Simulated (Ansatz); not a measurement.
Functionals compared on a constructed model of the (100) surface of fcc Rh, a pseudomorphic layer of Mn in the host's stacking (bottom of the slab: a bare face, its two planes held), in Ansatz (plane waves, PAW). The structure was relaxed with PBE; the other rows are single points on it. Cutoff 420 eV.

Slab: 7 atoms, 11.8 Å thick at the start; k 14x14x1, smearing 0.1 eV, dipole-corrected; 2 atoms held, the rest relaxed; symmetry of the start imposed; spin-polarised, ending with about 4.0 μB a cell; orders that need a larger cell were not tried, no spin-orbit, no U. It is one candidate, not shown to be the stable structure of the face. These notes are the PBE run's.

```tsv
functional	work function of the top face (eV)	magnetic moment of the cell (μB)	rough cost of the single point
PBE	3.84	4.05	–
RPBE	?	4.14	very roughly 2.1 core-minutes
```

Q: Fill in the missing entries.

A: 
- RPBE, work function of the top face (eV): 3.65

Ansatz is a quantum-chemistry and plane-wave program.
